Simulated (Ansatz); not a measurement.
**Os: energy against volume**

Os (hcp, P6_3/mmc, 13.892 Å³/atom and stress up to 0.01 GPa in the relaxed cell, c along z) under hydrostatic pressure, with the cell free. PBEsol in Ansatz, a plane-wave DFT program (PAW, default set), 420 eV, 19×19×11 Γ-centred mesh, Fermi-Dirac smearing 0.05 eV; ions are relaxed, or left where forces stay under 0.02 eV/Å, within the symmetry of each cell.

Here V stands for volume and E for E less E0.

| volume (Å³/atom) | E less E0 (meV/atom) | pressure (GPa) |
|---|---|---|
| 13.9572 | 0.43 | -2.01 |
| 13.9244 | 0.11 | -1.01 |
| 13.8916 | 0.00 | 0.00 |
| 13.8631 | 0.07 | 0.89 |
| 13.8254 | 0.42 | 2.09 |
| 13.7510 | 1.93 | 4.51 |
| 13.6180 | 7.50 | 9.01 |
| 13.4514 | 19.93 | 15.02 |
| 13.0797 | ? | ? |

Fit E against V with the third-order Birch-Murnaghan form, a cubic in V^(-2/3), and predict the withheld value at V = 13.0797.

With u = V^(-2/3) - 0.1739, the rows have u = -0.0013952, -0.0011244, -0.0008526, -0.0006155, -0.0003006, 0.0003250, 0.0014575, 0.0029025. Least squares gives E = 1.005 + 2385.5·u + 1417149·u² + 2536485·u³. Residuals (row less fit): 0.002, -0.001, 0.000, -0.003, 0.004, 0.000, 0.000, 0.000; standard error 0.003 (degrees of freedom: 4). Its minimum lies at u = -0.0008436, so V0 = (0.1730564)^(-3/2) = 13.89. There d²E/du² = 2821000 and d³E/du³ = 1.522e7, so B0 = (4/9) × 13.89^(-7/3) × 2821000 × 0.160218 = 433 GPa (the last factor turns the table's units into GPa), and B0' = 4 + (2/3) × 0.1730564 × (1.522e7)/2821000 = 4.6. B0' rests on the cubic coefficient alone and has a standard error of 0.1 from these residuals. At the withheld row, u = 0.0062364, so E = 1.005 + 2385.5 × 0.0062364 + 1417149 × 0.0062364² + 2536485 × 0.0062364³ = 71.614 meV/atom. The calculation gives 71.67 meV/atom, 0.056 meV/atom above the prediction (0.1 % of the range of E in the table). The row lies outside the fitted rows, so this is an extrapolation. The scatter of the fitted rows lies at the last printed digit.

In a metal these values are sensitive to mesh and smearing; energies are taken to zero smearing, stresses follow the free energy. Spin-orbit coupling is left out, which can shift these values for the heavy elements here. Other structures, which can take over under pressure, weren't tried. The same form fitted to the pressure column gives B0' = 4.7; series where the two differ by over 0.4 aren't shown. Rows are the converged runs of the series near zero and its far end, less any whose ions stayed unrelaxed beside relaxed ones; series whose fitted rows scatter by over a few per cent of the range, as at a crossing or softening among them, aren't shown in this form.
